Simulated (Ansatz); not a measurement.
Start from NaI in the rock salt structure (space group Fm-3m, No. 225).

```
NaI
1.0
    0.00000     3.20105     3.20105
    3.20105     0.00000     3.20105
    3.20105     3.20105     0.00000
Na I
1 1
Direct
  0.00000   0.00000   0.00000
  0.50000   0.50000   0.50000
```

All numbers come from Kohn–Sham DFT with the PBEsol functional, run in Ansatz (a program for electronic structure) with PAW and 420 eV plane waves, without spin-orbit coupling.

Base values:

* **Pressure**: 0.01 GPa

Now apply this change: an isotropic linear strain of +2.00 %; the atoms relax in the strained cell.

Task: How does this affect the pressure?

Result: The pressure falls by 0.88 GPa (0.01 GPa → -0.87 GPa).

Task: Predict the new mean gap deformation potential ΔEg/Δln V.

Result: The mean gap deformation potential ΔEg/Δln V is -2.5 eV.

Spin-orbit coupling, missing from the scalar runs, can matter with I. No phonon test of stability was made.
